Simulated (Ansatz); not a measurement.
Input and output of a zone-centre phonon calculation for CaPd (Pm-3m, 2 atoms in the cell) (Ansatz, a first-principles code).

Level of theory: LDA (PW92), default PAW files made with PBE (plane waves; Ansatz).

```xyz
2
Lattice="3.5162 0.0000 0.0000 0.0000 3.5162 0.0000 0.0000 0.0000 3.5162" Properties=species:S:1:pos:R:3 pbc="T T T"
Ca     0.0000     0.0000     0.0000
Pd     1.7581     1.7581     1.7581
```

Reference input (self-consistent single point, DFT, LDA (PW92), plane waves, default PAW files made with PBE): basis.ecutwfc = 420 eV; kpoints.mp_grid.grid = 9 9 9; hamiltonian.xc = lda; hamiltonian.pseudopotentials = {kind: paw} (the program's default PAW files); scf.occupations.method = fermi_dirac; scf.occupations.width = 0.1 eV. This run's input differs from it in these lines:

```diff
@@ -18,6 +18,5 @@
   occupations: { method: fermi_dirac, width: 0.1 }
-output:
-  forces: true
-  eigenvalues: true
-  stress: true
+  convergence: { dr2_threshold: 1.0e-07 eV }
+phonons:
+  method: dfpt
```

The program printed (abridged):

```
SCF iter   1: F=—  HF=-8618.479610 eV  |F-HF|=—  |Δ(HF+E_count)|=         —  Δρ=1.15e-2  dr2=6.38e-2  ethr=1.77e-3  ⟨swp⟩=6.1  Hψ=7209  notcnv=0
all-band conjugate gradients solve this SCF's bands
preconditioner: auto → Kerker (q_TF=auto, 2.535 Å⁻¹)
SCF iter   2: F=—  HF=-8618.464062 eV  |F-HF|=—  |Δ(HF+E_count)|=   1.55e-2  Δρ=3.56e-3  dr2=2.11e-3  ethr=2.28e-4  ⟨swp⟩=2.0  Hψ=2415  notcnv=0
SCF iter   3: F=—  HF=-8618.463593 eV  |F-HF|=—  |Δ(HF+E_count)|=   4.69e-4  Δρ=1.84e-3  dr2=6.41e-4  ethr=7.55e-6  ⟨swp⟩=2.0  Hψ=2290  notcnv=0
SCF iter   4: F=—  HF=-8618.463439 eV  |F-HF|=—  |Δ(HF+E_count)|=   1.54e-4  Δρ=2.39e-4  dr2=2.20e-5  ethr=2.29e-6  ⟨swp⟩=2.3  Hψ=2260  notcnv=0
SCF iter   5: F=—  HF=-8618.463435 eV  |F-HF|=—  |Δ(HF+E_count)|=   4.13e-6  Δρ=8.80e-5  dr2=4.21e-6  ethr=7.85e-8  ⟨swp⟩=2.0  Hψ=1807  notcnv=0
SCF iter   6: F=—  HF=-8618.463434 eV  |F-HF|=—  |Δ(HF+E_count)|=   4.77e-7  Δρ=2.53e-5  dr2=3.37e-7  ethr=1.50e-8  ⟨swp⟩=1.4  Hψ=1381  notcnv=0
SCF iter   7: F=-8618.463434 eV  HF=-8618.463434 eV  |F-HF|=6.16e-9  |Δ(HF+E_count)|=   3.66e-8  Δρ=4.61e-6  dr2=9.24e-9  ethr=3.57e-10  ⟨swp⟩=7.1  Hψ=7252  notcnv=0
SCF 1 converged in 7 iterations: F = -8618.463434 eV  dr2 = 9.24e-9
DFPT response loops at Γ: preconditioner auto → Kerker (q_TF=auto, 2.535 Å⁻¹) (partly filled bands, converged f_vac=0.000) …
Free energy (F): -8618.463434 eV
Internal energy: -8618.434011 eV  (E = F + TS)
E sigma→0 (E₀):  -8618.448723 eV
Entropy (-TS):   -0.029423 eV (-14.712 meV/atom)
Fermi energy:    11.288287 eV
--- Phonons (Γ-DFPT): 2 representative perturbations + reference, on 75 of 729 k-points (Σ response iterations 9) ---
  k mesh reduced under 8 symmetry operations, with k and −k counted as one. Each operation leaves every solved perturbation unchanged …
  ASR residual: 5.874e-3 → 0.000e0 eV/Å²; symmetrization residual: 1.749e-7 eV/Å²
  ASR residual per site (eV/Å²): 5.66e-5 5.87e-3
  Γ frequencies (cm⁻¹): 0.00 0.00 0.00 139.39 139.39 139.39
  non-analytic LO–TO correction: not included (Born effective charges unavailable; polar crystals: no LO–TO splitting at Γ)
```

The run converged in 7 iterations. 

Summary of the result:
| Property | Result |
|---|---|
| Free energy E − TS (on the zero of these files) | -8618.4634 eV |
| Fermi level (on the code's own zero) | 11.29 eV |
| Zone-centre frequencies (cm⁻¹; negative means imaginary) | 0, 0, 0, 139, 139, 139 |

The starting cell comes from a database of computed structures (which also holds hypothetical and non-ambient phases and stackings), without a prior relaxation at this level. Its lattice was rescaled by up to half a per cent. Spin polarisation is off.

Keys are those of Ansatz 0.2.
